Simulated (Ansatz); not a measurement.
ZnSe: response to strain

Start from ZnSe in the zinc blende structure (space group F-43m, No. 216; a = 5.568 Å). Axes: x, y, z lie along the cube axes.

Strains are applied to the cell and any free atomic positions relax; under biaxial strain the out-of-plane vector relaxes too.

Method: Kohn–Sham DFT with the LDA functional, run in Ansatz (a program for electronic structure) with PAW and 420 eV plane waves, no spin-orbit coupling.

Notes on the quantities. energy relative to the base: free energy F.

```tsv
biaxial strain, plane normal [001], relaxed out of plane (%)	energy relative to the base (meV/atom)
-3	11.0
-2.5	7.6
-2	4.8
-1.5	2.7
-1	1.2
-0.5	?
0	0.0
```

**Question.** Fit ΔE = Aε² + Bε³ (ε in %) to the rows shown and predict the withheld row.

**Answer.** Least squares on the printed values gives A = 1.17 and B = -0.017 meV/atom (largest residual 0.0 meV/atom); this predicts 0.3 meV/atom, and the run gives 0.3 meV/atom, in agreement.

Stability against distortions was not tested.
